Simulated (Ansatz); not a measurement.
Take ZrO₂ (space group P4_2/nmc, No. 137; a = 3.584 Å, c = 5.179 Å) as the base.

Calculations: Ansatz (a program for electronic structure) PBEsol, no spin-orbit coupling, earlier PAW set.

Before the change:

| Item | Result |
|---|---|
| Density | 6.15 g/cm³ |
| Smallest direct gap | 4.12 eV |

It is then changed as follows: cell and atoms relaxed at a pressure of 4.5 GPa.

Problem. Predict the new density and smallest direct gap.

Solution. The density rises by 0.14 g/cm³, from 6.15 g/cm³ to 6.29 g/cm³; the smallest direct gap grows by 0.01 eV (4.12 eV → 4.13 eV).

Load acts through the strain it causes; cell and atoms are relaxed under it. Stability against distortions was not tested. This is not the structure that ZrO2 has at room temperature and ambient pressure.
